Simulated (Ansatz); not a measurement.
**A constructed model of the (111) surface of fcc Cu, a layer of Fe in place of the third plane (bottom of the slab: a bare face, its two planes held)**

Level of theory: PBE (plane waves to 420 eV, PAW; Ansatz, an electronic-structure program).

Slab: 6 atoms, 10.5 Å thick at the start with caps and adatoms (thin: gaps and levels are the slab's own); k 17x17x1, smearing 0.1 eV, dipole-corrected; 2 atoms held, the rest relaxed; start symmetry kept, larger cells not searched; spin-polarised, ending with about 2.5 μB a cell; orders that need a larger cell were not tried, no spin-orbit, no U. In PBE it is, or lies within 0.01 eV a 1x1 cell of, the lowest of the 2 structures of its composition computed so far; subsurface sites and larger cells were not tried.

```
Item                                           Result
-----------------------------  ----------------------
work function of the top face                 4.73 eV
energy released by relaxation                0.002 eV
magnetic moment of the cell                   2.54 μB
cost                           roughly 6 core-minutes
```
